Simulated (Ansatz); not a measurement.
Consider the following.

```xyz
6
Lattice="-1.8755 1.8755 4.6356 1.8755 -1.8755 4.6356 1.8755 1.8755 -4.6356" Properties=species:S:1:pos:R:3 pbc="T T T"
Ti     0.0000     1.8755     2.3178
Ti     0.0000     0.0000     0.0000
O      0.0000     1.8755     4.2775
O      0.0000     0.0000     7.3114
O      0.0000     1.8755     0.3581
O      0.0000     0.0000     1.9597
```

No spin polarisation.

Method: PBEsol/PAW in Ansatz (a quantum-chemistry and plane-wave program), no spin-orbit coupling. Settings: 12×12×12 k-points, 0.05 eV Fermi–Dirac smearing.

Question: Estimate the gap character.

Answer: Indirect, Γ–X (87 % along) → Γ.

Question: Estimate the smallest direct gap.

Answer: 2.46 eV.

Load acts through the strain it causes; cell and atoms are relaxed under it. Whether these cells are dynamically stable was not tested. No other phases were tried under pressure. The final runs are not spin-polarised. The cell was made from TiO2 in the anatase structure (space group I4_1/amd, No. 141) by this change: pressure 7.5 GPa.
